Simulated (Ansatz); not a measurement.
# Pressure series in TiB2

The reference is TiB₂ (space group P6/mmm, No. 191).

```
CELL_PARAMETERS angstrom
      3.03184     0.00000     0.00000
     -1.51592     2.62565     0.00000
      0.00000     0.00000     3.22428
ATOMIC_POSITIONS crystal
  Ti 0.00000 0.00000 0.00000
  B  0.33333 0.66667 0.50000
  B  0.66667 0.33333 0.50000
```

Cell and atoms are relaxed at each pressure.

Level of theory: plane-wave PAW DFT at the PBE level (Ansatz, an electronic-structure program, 420 eV), spin-orbit coupling left out, earlier PAW set.

| P (GPa) | V (Å³/atom) |
|---|---|
| -2.00 | 8.625 |
| -1.00 | 8.590 |
| 1.80 | 8.495 |
| 4.20 | 8.418 |
| 9.00 | 8.273 |
| 18.00 | 8.029 |
| 30.00 | 7.751 |
| 45.00 | 7.456 |
| 60.00 | 7.206 |

A third-order Birch–Murnaghan fit to these points gives V₀ = 8.56 Å³/atom, B₀ = 251 GPa and B₀′ = 3.9. At pressure 60 GPa the volume is 84.2 % of V₀.

Load acts through the strain it causes; cell and atoms are relaxed under it. Stability against distortions was not tested. No other phases were tried under pressure. All final runs are without spin polarisation.
